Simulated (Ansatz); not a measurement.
## FeNi: pressure series

Base system: FeNi (space group P4/mmm, No. 123; a = 2.4674 Å, c = 3.5340 Å; ferromagnetic).

Cell and atoms are relaxed at each pressure.

Computed with PBEsol/PAW in Ansatz (an electronic-structure program), no SOC.

Notes on the quantities. enthalpy: H = E + PV relative to the base's energy.

```json
[
 {"variant": "base", "lattice parameter a": "4.663 bohr", "enthalpy": "–"},
 {"variant": "pressure −2 GPa", "lattice parameter a": "4.680 bohr", "enthalpy": "-0.13 eV/atom"},
 {"variant": "pressure −1 GPa", "lattice parameter a": "4.671 bohr", "enthalpy": "-0.07 eV/atom"},
 {"variant": "pressure 0.3 GPa", "lattice parameter a": "4.660 bohr", "enthalpy": "+0.02 eV/atom"},
 {"variant": "pressure 0.7 GPa", "lattice parameter a": "4.657 bohr", "enthalpy": "+0.05 eV/atom"},
 {"variant": "pressure 1.5 GPa", "lattice parameter a": "4.650 bohr", "enthalpy": "+0.10 eV/atom"},
 {"variant": "pressure 3 GPa", "lattice parameter a": "4.638 bohr", "enthalpy": "+0.20 eV/atom"},
 {"variant": "pressure 5 GPa", "lattice parameter a": "4.623 bohr", "enthalpy": "+0.33 eV/atom"},
 {"variant": "pressure 7.5 GPa", "lattice parameter a": "4.605 bohr", "enthalpy": "+0.50 eV/atom"},
 {"variant": "pressure 10 GPa", "lattice parameter a": "4.587 bohr", "enthalpy": "+0.66 eV/atom"}
]
```

Other magnetic orders, which the real material may have, were not ruled out. Load acts through the strain it causes; cell and atoms are relaxed under it. Whether these cells are dynamically stable was not tested. No other phases were tried under pressure.
